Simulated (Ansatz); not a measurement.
Consider WC (space group P-6m2, No. 187; a = 2.899 Å, c = 2.827 Å; relaxed with 0.1 eV smearing). Axes: x lies along a and z along c of the hexagonal cell.

Calculations: Kohn–Sham DFT with the PBEsol functional, run in Ansatz (a program for electronic structure) with PAW and 420 eV plane waves, without spin-orbit coupling.

Strains are applied to the cell and any free atomic positions relax; under biaxial strain the out-of-plane vector relaxes too.

One change was made to it. Results:

```csv
quantity,base,after
volume per atom,10.29 Å³,9.96 Å³
band gap,zero,zero
```

**Question.** Which of these changes matches the shifts?
A) biaxial strain +1.00 %, plane normal [001], relaxed out of plane
B) biaxial strain −1.50 %, plane normal [001], relaxed out of plane
C) biaxial strain −2.00 %, plane normal [001], relaxed out of plane

**Answer.** C, biaxial strain −2.00 %, plane normal [001], relaxed out of plane. For comparison, the volume per atom in the other runs: biaxial strain −1.50 %, plane normal [001], relaxed out of plane gives 10.04 Å³; biaxial strain +1.00 %, plane normal [001], relaxed out of plane gives 10.46 Å³.

No phonon test of stability was made. All final runs are without spin polarisation.
